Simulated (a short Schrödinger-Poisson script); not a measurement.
Structure: gated Al0.33Ga0.67N/GaN polarisation-induced gas, at 20 K.

| layer | material | thickness (nm) | Na (cm⁻³) |
|---|---|---|---|
| 1 | Al0.33Ga0.67N | 15 | - |
| 2 | GaN | 6000 | 7e15 |

Constants are typed, rounded textbook-type inputs, not results; the design itself was drawn at random and stands for no fabricated device. Al0.33Ga0.67N: permittivity 9.3, conduction-band edge (eV) 0.462, gap (eV) 4.09, electron mass (mₑ) 0.24, Nv at 300 K (cm⁻³) 4.6e19. GaN: permittivity 9.5, conduction-band edge (eV) 0, gap (eV) 3.43, Nv at 300 K (cm⁻³) 4.6e19.

Channel valleys (confinement mass, in-plane density-of-states mass, number): Γ 0.2, 0.2, 1. At the gate the conduction-band edge of layer 1 lies 1.27 eV − eVg above the Fermi level of the channel; the field vanishes at the back. Sheet of polarisation charge: +1.6e13 e/cm² at 15 nm from the gate. The barrier under the gate holds no holes. Gaps are held at their typed values at every temperature. Mesh 0.08 nm at interfaces.

Solved with a short Schrödinger-Poisson script written for these runs: 1D Poisson equation in equilibrium, electrons quantum, Hartree (BenDaniel-Duke, 40 states a valley, the channel's in-plane mass for all, wave functions free to enter the barrier), parabolic valleys, classical holes, full ionisation, no traps, pinning or gate leakage.

The same stack at other levels of the model or other numerical settings:

| run | sheet density of all electrons at Vg = 0.5 V (cm⁻²) | sheet density of all electrons at Vg = -2.5 V (cm⁻²) | capacitance at Vg = 0.5 V (μF/cm²) | centroid of the channel electrons at Vg = 0.5 V (nm) | rough cost against the base |
|---|---|---|---|---|---|
| base | 1.30e13 | 3.48e12 | 0.522 | 1.57 | about 1 |
| electrons treated as classical, Boltzmann | 1.43e13 | 4.09e12 | 0.546 | 0.10 | 0.02 |
| electrons treated as classical, Fermi-Dirac | 1.30e13 | 3.61e12 | 0.508 | 1.34 | 0.09 |
| electrons treated as quantum, Hartree plus LDA exchange-correlation | 1.32e13 | 3.59e12 | 0.524 | 1.43 | 2 |
| mesh six times as coarse | 1.30e13 | 3.48e12 | 0.523 | 1.51 | 0.2 |
| one subband a valley | 1.30e13 | 3.48e12 | 0.518 | 1.37 | 0.3 |

The classical rows ignore confinement, and Boltzmann statistics overrate the density once the band edge passes the Fermi level.
